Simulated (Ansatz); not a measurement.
Defect: Si-vacancy pair (Si on one host Cu site, one Cu site vacant) in fcc Cu, neutral cell. All values below come from PBE, PAW (plane waves to 420 eV; Ansatz, a program for electronic structure).

Cell of 32 host sites held at the relaxed PBE lattice; a 2×2×2 k-point mesh shifted by half a step; Fermi-Dirac width 0.10 eV, spin-restricted; finite-size errors left in. Energies are static. Forms of the defect that were not tried may lie lower.

Barriers: single points on a 4×4×4 k-point mesh shifted by half a step at the bands' geometries.

Relaxed starting cell (atoms counted from 1):

```yaml
crystal:
  lattice:
    - [7.26000, 0.00000, 0.00000]
    - [0.00000, 7.26000, 0.00000]
    - [0.00000, 0.00000, 7.26000]
  atoms:
    - { symbol: Si, position: [0.99915, 0.00131, 0.00303] }
    - { symbol: Cu, position: [0.99915, 0.00383, 0.50107] }
    - { symbol: Cu, position: [0.99924, 0.49931, 0.00529] }
    - { symbol: Cu, position: [0.99937, 0.49941, 0.50138] }
    - { symbol: Cu, position: [0.49952, 0.00227, 0.00394] }
    - { symbol: Cu, position: [0.49929, 0.00109, 0.49871] }
    - { symbol: Cu, position: [0.49963, 0.49707, 0.00315] }
    - { symbol: Cu, position: [0.49916, 0.49945, 0.50077] }
    - { symbol: Cu, position: [0.99930, 0.25003, 0.75308] }
    - { symbol: Cu, position: [0.99943, 0.75119, 0.25184] }
    - { symbol: Cu, position: [0.99940, 0.75300, 0.75472] }
    - { symbol: Cu, position: [0.49910, 0.24976, 0.25129] }
    - { symbol: Cu, position: [0.49935, 0.25013, 0.75348] }
    - { symbol: Cu, position: [0.49937, 0.75182, 0.25181] }
    - { symbol: Cu, position: [0.49931, 0.75023, 0.75202] }
    - { symbol: Cu, position: [0.24154, 0.00438, 0.25084] }
    - { symbol: Cu, position: [0.24937, 0.00040, 0.75110] }
    - { symbol: Cu, position: [0.24700, 0.49826, 0.25205] }
    - { symbol: Cu, position: [0.24921, 0.49868, 0.75246] }
    - { symbol: Cu, position: [0.75689, 0.00437, 0.25019] }
    - { symbol: Cu, position: [0.74937, 0.00054, 0.75119] }
    - { symbol: Cu, position: [0.75124, 0.49807, 0.25243] }
    - { symbol: Cu, position: [0.74955, 0.49852, 0.75189] }
    - { symbol: Cu, position: [0.24155, 0.24835, 0.00605] }
    - { symbol: Cu, position: [0.24771, 0.25071, 0.50022] }
    - { symbol: Cu, position: [0.24945, 0.74978, 0.00233] }
    - { symbol: Cu, position: [0.24917, 0.75014, 0.50031] }
    - { symbol: Cu, position: [0.75670, 0.24886, 0.00570] }
    - { symbol: Cu, position: [0.75094, 0.25068, 0.50000] }
    - { symbol: Cu, position: [0.74931, 0.74951, 0.00229] }
    - { symbol: Cu, position: [0.74964, 0.75046, 0.50016] }
```

End state 1 differs by these moves (Å; atoms that move under 0.08 Å are left out):

| atom | element | Δx | Δy | Δz |
|---|---|---|---|---|
| 1 | Si | 0.00 | 1.80 | 1.80 |

### Question
What is the computed forward and backward barriers to end state 1 (PBE, PAW)?

### Answer
forward 0.64 eV, backward 0.64 eV; at the saddle point atom 1 has neighbours 4 Cu at 2.31, 2 Cu at 2.77, 2 Cu at 2.82 Å. The saddle point's order was not checked, and it lies on a symmetry element of the cell, where a band can be held.
